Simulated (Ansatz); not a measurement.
**PbSe: response to strain**

Consider PbSe in the rock salt structure (space group Fm-3m, No. 225; a = 6.102 Å). Axes: x, y, z lie along the cube axes.

Strains are applied to the cell and any free atomic positions relax; under biaxial strain the out-of-plane vector relaxes too.

All numbers come from PBEsol (Ansatz, a program for electronic structure), scalar-relativistic without spin-orbit coupling.

| biaxial strain, plane normal [001], relaxed out of plane (%) | out-of-plane strain (%) |
|---|---|
| 0 | 0.00 |
| 0.5 | -0.08 |
| 1 | ? |
| 1.5 | -0.24 |
| 2 | -0.33 |
| 2.5 | -0.41 |
| 3 | -0.50 |

Problem. Fit ε⊥ = −νε + γε² (strains in %) to the rows shown and predict the withheld row.

Solution. Least squares on the printed values gives ν = 0.16 (the biaxial Poisson response) and γ = -0.003 (largest residual 0.00 %); this predicts -0.16 %, and the run gives -0.16 %, in agreement.

Whether these cells are dynamically stable was not tested.
